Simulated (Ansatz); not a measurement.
Band structure of Sr₂CuO₄ (I4/mmm, 7 atoms in the cell).

```xyz
7
Lattice="-1.8883 1.8883 6.0198 1.8883 -1.8883 6.0198 1.8883 1.8883 -6.0198" Properties=species:S:1:pos:R:3 pbc="T T T"
Sr     0.0000     0.0000     4.3225
Sr     0.0000     0.0000     7.7171
Cu     0.0000     0.0000     0.0000
O      0.0000     1.8883     0.0000
O      1.8883     0.0000     0.0000
O      0.0000     0.0000     1.8781
O      0.0000     0.0000    10.1616
```

Computed with PBEsol, PAW files made with PBE (plane waves; Ansatz, an electronic-structure program).

Settings: kpoints.mp_grid.grid = 7 7 7; hamiltonian.xc = pbesol; hamiltonian.pseudopotentials = {kind: paw} (the program's default PAW files); scf.occupations.method = gaussian; scf.occupations.width = 0.0073 Ry; kpoints.band_path.npoints = 8.

The starting cell comes from a database of computed structures (which also holds hypothetical and non-ambient phases and stackings), without a prior relaxation at this level. Its lattice was rescaled by a random factor within 2.5 % of one. Spin polarisation is off; with an odd number of electrons in the cell that forces a metal, and a magnetic state may lie lower.

Levels in eV from the Fermi level, bands 29 to 36:
```json
[
 {"point": "Γ", "29": "-0.55", "30": "-0.55", "31": "-0.49", "32": "-0.35", "33": "-0.35", "34": "5.23", "35": "5.76", "36": "6.56"},
 {"point": "X", "29": "-0.65", "30": "-0.16", "31": "-0.06", "32": "1.48", "33": "2.45", "34": "5.76", "35": "6.70", "36": "7.76"},
 {"point": "Y", "29": "-0.65", "30": "-0.21", "31": "-0.07", "32": "1.47", "33": "2.35", "34": "5.82", "35": "6.65", "36": "7.89"},
 {"point": "S", "29": "-0.90", "30": "-0.82", "31": "-0.69", "32": "-0.12", "33": "1.67", "34": "6.56", "35": "7.03", "36": "8.14"},
 {"point": "Z", "29": "-0.36", "30": "-0.36", "31": "-0.33", "32": "-0.33", "33": "-0.15", "34": "4.67", "35": "6.13", "36": "6.58"},
 {"point": "S1", "29": "-0.90", "30": "-0.82", "31": "-0.69", "32": "-0.12", "33": "1.67", "34": "6.56", "35": "7.03", "36": "8.14"},
 {"point": "N", "29": "-0.98", "30": "-0.73", "31": "-0.73", "32": "-0.12", "33": "1.65", "34": "6.80", "35": "6.81", "36": "8.34"},
 {"point": "P", "29": "-0.34", "30": "-0.34", "31": "-0.16", "32": "1.44", "33": "2.45", "34": "6.17", "35": "6.17", "36": "7.75"},
 {"point": "Y1", "29": "-0.65", "30": "-0.21", "31": "-0.07", "32": "1.47", "33": "2.35", "34": "5.82", "35": "6.65", "36": "7.89"}
]
```

Bands cross the Fermi level along this path, so the cell is metallic at this level.

Keys are those of Ansatz 0.2.
